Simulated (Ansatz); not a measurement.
How the volume per atom of WSi (model structure, started from the FeB type, Pnma, No. 62, 8 atoms in the cell) moves with the method

No measured value is used here.

```
level (code)         value (Å³/atom)
-------------------  ---------------
PBE (Ansatz)                   14.35
PBEsol (Ansatz)                13.99
PBE-D3(BJ) (Ansatz)                …
```

Q: Some entries are withheld; supply them.

A: 
- PBE-D3(BJ) (Ansatz, an electronic-structure program), value (Å³/atom): 13.93

Density-functional levels without +SOC have no spin–orbit coupling. Ansatz's density-functional and Hartree–Fock values are scalar-relativistic unless marked +SOC, with PAW data made under PBE.

A model structure was made by putting elements into a prototype or built by hand; it is no filed structure, need not be a known phase, and can be a saddle point held by its symmetry.
